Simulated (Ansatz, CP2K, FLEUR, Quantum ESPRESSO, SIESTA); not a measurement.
## ZrMnF6 (Fm-3m, 8 atoms in the cell) computed with different codes at matched settings

Self-consistent single point.

```
CELL_PARAMETERS angstrom
      0.00000     4.13559     4.13559
      4.13559     0.00000     4.13559
      4.13559     4.13559     0.00000
ATOMIC_POSITIONS crystal
  Zr 0.50000 0.50000 0.50000
  Mn 0.00000 0.00000 0.00000
  F  0.74500 0.25500 0.25500
  F  0.25500 0.74500 0.74500
  F  0.25500 0.74500 0.25500
  F  0.74500 0.25500 0.74500
  F  0.25500 0.25500 0.74500
  F  0.74500 0.74500 0.25500
```
Moments meant for the start (each program seeds them in its own way; μB, in the order of the atoms Zr Mn F F F F F F): 0.0 4.0 0.0 0.0 0.0 0.0 0.0 0.0.

Shared settings, as Ansatz (a program for electronic structure) writes them: kpoints.mp_grid.grid = 4 4 4; scf.occupations.method = fermi_dirac; scf.occupations.width = 0.02 eV. Potentials and cutoffs stand in the table.

| code | model | pressure (GPa) | largest force (eV/Å) | gap on the mesh (eV) | size of the net moment (μB/atom) | cutoff |
|---|---|---|---|---|---|---|
| Quantum ESPRESSO | LDA (PZ), GBRV 1.5 ultrasoft (LDA) pseudopotentials | -5.31 | 0.234 | 2.147 | 0.62 | 50 Ry |
| FLEUR | LDA (Perdew-Zunger), all-electron FLAPW (FLEUR), scalar-relativistic valence | – | 0.437 | 2.097 | 0.62 | Kmax 4.6 1/bohr |
| SIESTA | LDA PW92, numerical atomic orbitals DZP, PseudoDojo LDA standard norm-conserving potentials (rewritten from UPF to PSML) | -8.05 | 0.080 | 2.226 | 0.62 | grid 400 Ry |
| CP2K | LDA (Pade form), GPW, DZVP-MOLOPT-SR-GTH basis, GTH-PADE potentials (GTH_POTENTIALS) | -5.47 | 0.312 | 2.460 | 0.62 | grid 600 Ry |
| Ansatz | LDA (PW92), PAW files made with PBE | -5.72 | 0.252 | 2.159 | 0.62 | 420 eV |

A dash marks a value that a program does not give, or that is left out as unsure.

Gaps are read on the mesh.

On Ansatz's run: with one magnetic atom in the cell only a parallel order is possible.

The spread over the programs that give each value: pressure within 2.74 GPa; largest force within 0.357 eV/Å; gap on the mesh within 0.363 eV; size of the net moment within 0.00 μB/atom.

SIESTA and CP2K use small atom-centred bases, whose incompleteness enters pressures, forces and empty levels differently from a plane-wave cutoff. FLEUR treats all electrons, but the usual bases taken here (sphere radii, linearisation, local orbitals, empty states) were not tested for convergence, so the values are no reference for the others. Ansatz's pressure is given at a fixed set of plane waves, as the other plane-wave codes print theirs; with its correction for the finite basis it is -5.26 GPa (the shift of 0.46 GPa shows how far the cutoff is from converged). The same LDA comes in different parametrisations, which differ slightly. In the pressure, SIESTA (by 2.54) lies more than 1 GPa from the median of the plane-wave programs. In the gap, CP2K (by 0.307) lies more than 0.12 eV from the median of the plane-wave programs. In the force vectors, FLEUR (by 0.193) and SIESTA (by 0.164) lie more than 0.08 eV/Å from the median of the plane-wave programs.

The starting cell comes from a database of computed structures (which also holds hypothetical and non-ambient phases and stackings), without a prior relaxation at this level. Its lattice was rescaled by a random factor within 2.5 % of one.

Left out of this page: GPAW (failed or unconverged).

Keys are those of Ansatz 0.2.
